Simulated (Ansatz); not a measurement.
Base system: KF in the rock salt structure (space group Fm-3m, No. 225; a = 5.3183 Å).

The values are results of r2SCAN (Ansatz, a quantum-chemistry and plane-wave program, PAW, spin-orbit coupling left out), not measurements.

One change was made to it. Results:

```csv
quantity,base,after
band gap,6.91 eV,8.65 eV
width of the top valence band,0.35 eV,0.92 eV
electron mass,0.54 mₑ (at Γ),"1.2 mₑ along k, 0.55 mₑ across (at X)"
```

Task: What was done to the base?
(A) pressure 9 GPa
(B) pressure −1 GPa
(C) pressure 22.5 GPa
(D) pressure 4.5 GPa

Result: C, pressure 22.5 GPa. For comparison, the band gap in the other runs: pressure −1 GPa gives 6.74 eV; pressure 9 GPa gives 7.91 eV; pressure 4.5 GPa gives 7.49 eV.

Load acts through the strain it causes; cell and atoms are relaxed under it. Masses are band curvatures over ±0.01 Å⁻¹ around the edge. Along k means along the line from Γ to the band edge. Whether these cells are dynamically stable was not tested. No other phases were tried under pressure.
